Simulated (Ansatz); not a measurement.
Consider Sn-vacancy pair (Sn on one host Ru site, one Ru site vacant) in hcp Ru, neutral cell. Method: PBE, PAW (plane waves to 420 eV; Ansatz, a first-principles code).

36-site cell at the relaxed PBE lattice, a 2×2×2 k-point mesh shifted by half a step along c, smearing 0.10 eV, spin-restricted, no finite-size correction. No zero-point or tunnelling terms. Forms of the defect that were not tried may lie lower.

Barriers: single points on a 4×4×4 k-point mesh shifted by half a step along c at the bands' geometries.

Relaxed starting cell (atoms counted from 1):

```yaml
crystal:
  lattice:
    - [8.16420, 0.00000, 0.00000]
    - [-4.08210, 7.07041, 0.00000]
    - [0.00000, 0.00000, 8.58609]
  atoms:
    - { symbol: Sn, position: [0.09517, 0.21510, 0.14479] }
    - { symbol: Ru, position: [0.10632, 0.22071, 0.62662] }
    - { symbol: Ru, position: [0.10617, 0.56069, 0.12522] }
    - { symbol: Ru, position: [0.10710, 0.55505, 0.62670] }
    - { symbol: Ru, position: [0.10613, 0.88048, 0.12520] }
    - { symbol: Ru, position: [0.10708, 0.88710, 0.62666] }
    - { symbol: Ru, position: [0.44884, 0.22339, 0.12678] }
    - { symbol: Ru, position: [0.44613, 0.22507, 0.62855] }
    - { symbol: Ru, position: [0.44883, 0.56050, 0.12680] }
    - { symbol: Ru, position: [0.44611, 0.55611, 0.62856] }
    - { symbol: Ru, position: [0.44271, 0.88889, 0.12475] }
    - { symbol: Ru, position: [0.44344, 0.88925, 0.62746] }
    - { symbol: Ru, position: [0.76718, 0.22095, 0.12402] }
    - { symbol: Ru, position: [0.77760, 0.21924, 0.62326] }
    - { symbol: Ru, position: [0.77380, 0.55441, 0.12644] }
    - { symbol: Ru, position: [0.77474, 0.55490, 0.62737] }
    - { symbol: Ru, position: [0.76716, 0.88122, 0.12397] }
    - { symbol: Ru, position: [0.77758, 0.89334, 0.62327] }
    - { symbol: Ru, position: [0.22713, 0.10803, 0.38534] }
    - { symbol: Ru, position: [0.22038, 0.11149, 0.87122] }
    - { symbol: Ru, position: [0.22716, 0.45421, 0.38535] }
    - { symbol: Ru, position: [0.22039, 0.44387, 0.87128] }
    - { symbol: Ru, position: [0.21964, 0.77735, 0.37725] }
    - { symbol: Ru, position: [0.21967, 0.77733, 0.87453] }
    - { symbol: Ru, position: [0.55173, 0.10960, 0.37769] }
    - { symbol: Ru, position: [0.55393, 0.11039, 0.87400] }
    - { symbol: Ru, position: [0.55254, 0.44379, 0.37744] }
    - { symbol: Ru, position: [0.55259, 0.44379, 0.87534] }
    - { symbol: Ru, position: [0.55170, 0.77717, 0.37765] }
    - { symbol: Ru, position: [0.55387, 0.77855, 0.87399] }
    - { symbol: Ru, position: [0.88407, 0.10954, 0.86969] }
    - { symbol: Ru, position: [0.88712, 0.44674, 0.37814] }
    - { symbol: Ru, position: [0.88646, 0.44321, 0.87567] }
    - { symbol: Ru, position: [0.88713, 0.77542, 0.37809] }
    - { symbol: Ru, position: [0.88647, 0.77825, 0.87563] }
```

End state 1 differs by these moves (Å; atoms that move under 0.08 Å are left out):

```csv
atom,element,Δx,Δy,Δz
1,Sn,-1.19,-0.69,1.83
```

Problem. Give the forward and backward barriers to end state 1 at the level PBE, PAW.

Solution. forward 0.73 eV, backward 0.73 eV; at the saddle point atom 1 has neighbours 4 Ru at 2.53, 4 Ru at 3.05 Å. The program found a first-order saddle point.
